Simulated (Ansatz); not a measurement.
Start from a 12-atom supercell of ZrB2 (space group P6/mmm, No. 191; a = 3.168 Å, c = 3.550 Å) at its relaxed geometry.

All numbers come from r2SCAN (Ansatz, a program for electronic structure; PAW; 500 eV plane waves; without spin-orbit coupling).

It is then changed as follows: a neutral H interstitial (started 1.78 Å from the nearest host atom), atoms relaxed at fixed cell, starting from a slightly rattled geometry.

Q: Predict the new largest displacement of a host atom from its site in the perfect cell.

A: The largest displacement of a host atom from its site in the perfect cell amounts to 0.12 Å.

Q: How does this affect the final site of the added atom?

A: The final site of the added atom is 2 B at 1.31 Å and 2 Zr at 1.96 Å.

The cell is small, so the values are those of an ordered compound at a high defect concentration; dilute-limit values will differ. All final runs are without spin polarisation. The defect cell is not spin-polarised.
